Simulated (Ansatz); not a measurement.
```
Ge
1.0
   28.22083     0.00000     0.00000
   14.11042    19.95514    -2.03666
    0.00000     0.00000     4.07333
Ge
96
Direct
  0.12449   0.99772   0.38694
  0.06086   0.12294   0.51753
  0.12257   0.16618   0.52869
  0.06148   0.29124   0.61913
  0.99699   0.99869   0.95480
  0.93487   0.12386   0.06785
  0.99799   0.16512   0.04942
  0.93706   0.29028   0.14524
  0.99924   0.33272   0.14279
  0.93833   0.45772   0.20896
  0.87451   0.33243   0.67431
  0.81369   0.45730   0.75624
  0.37368   0.00001   0.41318
  0.31000   0.12498   0.52863
  0.37213   0.16653   0.64187
  0.31136   0.29151   0.68277
  0.24855   0.99997   0.87480
  0.18507   0.12477   0.00229
  0.24741   0.16688   0.04881
  0.18622   0.29186   0.12915
  0.24880   0.33356   0.19473
  0.18778   0.45855   0.23709
  0.12394   0.33338   0.64808
  0.06294   0.45840   0.70573
  0.12522   0.50078   0.74996
  0.06415   0.62598   0.77856
  0.12734   0.66726   0.83807
  0.06502   0.79247   0.85577
  0.00070   0.49991   0.22307
  0.93964   0.62491   0.25659
  0.00132   0.66815   0.28862
  0.93788   0.79325   0.28674
  0.99867   0.83743   0.34108
  0.93837   0.95683   0.15687
  0.87443   0.83526   0.78911
  0.81165   0.95781   0.69459
  0.62455   0.99763   0.68675
  0.56111   0.12275   0.68504
  0.62279   0.16598   0.71709
  0.56174   0.29098   0.75054
  0.49742   0.99842   0.11797
  0.43512   0.12363   0.13571
  0.49828   0.16493   0.19513
  0.43720   0.29014   0.22373
  0.49950   0.33248   0.26787
  0.43853   0.45749   0.32557
  0.37464   0.33236   0.73660
  0.31364   0.45735   0.77897
  0.37625   0.49901   0.84448
  0.31507   0.62398   0.92480
  0.37739   0.66611   0.97152
  0.31389   0.79092   0.09887
  0.25107   0.49939   0.29093
  0.19032   0.62436   0.33186
  0.25248   0.66588   0.44494
  0.18877   0.79085   0.56052
  0.25076   0.83309   0.63048
  0.18792   0.95580   0.84805
  0.12411   0.83481   0.08553
  0.06366   0.95369   0.39476
  0.87360   0.00011   0.67415
  0.81005   0.12501   0.67805
  0.87189   0.16677   0.60446
  0.81129   0.29159   0.68755
  0.74852   0.99991   0.20453
  0.68526   0.12461   0.20240
  0.74743   0.16687   0.19933
  0.68635   0.29177   0.24240
  0.74876   0.33357   0.21732
  0.68795   0.45842   0.29936
  0.62410   0.33318   0.76465
  0.56321   0.45816   0.83088
  0.62539   0.50059   0.82846
  0.56447   0.62574   0.92436
  0.62754   0.66704   0.90601
  0.56540   0.79222   0.01870
  0.50097   0.49964   0.35454
  0.43990   0.62470   0.44510
  0.50161   0.66793   0.45623
  0.43796   0.79315   0.58659
  0.49875   0.83721   0.57857
  0.43835   0.95605   0.88817
  0.37453   0.83506   0.12558
  0.31169   0.95779   0.34313
  0.87607   0.49914   0.73125
  0.81498   0.62403   0.77447
  0.87717   0.66628   0.77131
  0.81391   0.79097   0.76901
  0.75115   0.49929   0.28604
  0.69054   0.62413   0.36937
  0.75237   0.66591   0.29577
  0.68880   0.79081   0.29922
  0.75078   0.83304   0.27881
  0.68800   0.95561   0.18437
  0.62403   0.83405   0.81636
  0.56376   0.95346   0.63250
```

Relaxed with Ansatz (a program for electronic structure) with PBE.

Problem. Which line defects does this cell hold, and where do they run?

Solution. Ge (diamond structure), 1/2<110> screw dipole: two lines along the third cell vector, Burgers vector (0.00, 0.00, 4.07) Å and its opposite, glide plane {111}, near (x, y) = (27, 18) Å and (13, 18) Å.
